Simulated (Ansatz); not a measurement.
The starting structures come from a database of crystals and need not be the phases stable at ambient conditions.

Inside the gap of an insulator the Bloch states are evanescent, with a wavenumber k + iκ along the transport direction.

Input:

```xyz
4
Lattice="7.3889 -0.0001 0.0000 -2.4636 6.9672 0.0000 -1.2318 3.4836 2.1333" Properties=species:S:1:pos:R:3 pbc="T T T"
Pb     4.8618     1.7191     0.0000
Pb     0.0635     5.2480     0.0000
Se     0.0000     0.0000     0.0000
S      2.4626     3.4836     0.0000
```

Space group of this cell: R-3m. The cell was relaxed by PBE-D3(BJ); by PBEsol its mean pressure is -0.9 GPa.

Transport runs along the normal of the first two printed cell vectors, the (110) plane of the conventional cell.

The gap is the functional's own. No spin-orbit coupling. Mid-gap values are interpolated on the energy grid.

**Question.** Give the band gap and the smallest decay constant κ at mid-gap that PBEsol (Ansatz, a quantum-chemistry and plane-wave program) yields.

**Answer.** Gap 0.23 eV on a 14×14×14 mesh; κ = 0.039 1/Å, at (0.500, 0.500) of the in-plane reciprocal vectors. At the zone centre, at the nearest computed energy, the slowest state has κ = 0.06 1/Å.
